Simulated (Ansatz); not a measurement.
F on the 1x1 (111) surface of fcc Pt, one in a 1x1 cell, energies for each (6.8 Å²). Energies are against ½ F2(g), without zero-point or thermal terms; each row is named by its start.

Method: PBE (plane waves to 420 eV, PAW; Ansatz, a first-principles code).

Question: Which site binds most strongly?
A. top Pt
B. hollow Pt-Pt-Pt over Pt at depth 4.6 Å
C. hollow Pt-Pt-Pt over Pt at depth 2.3 Å

Answer: A, top Pt. Adsorption energies: top Pt -1.58 eV; hollow Pt-Pt-Pt over Pt at depth 4.6 Å -1.05 eV; hollow Pt-Pt-Pt over Pt at depth 2.3 Å -0.87 eV.
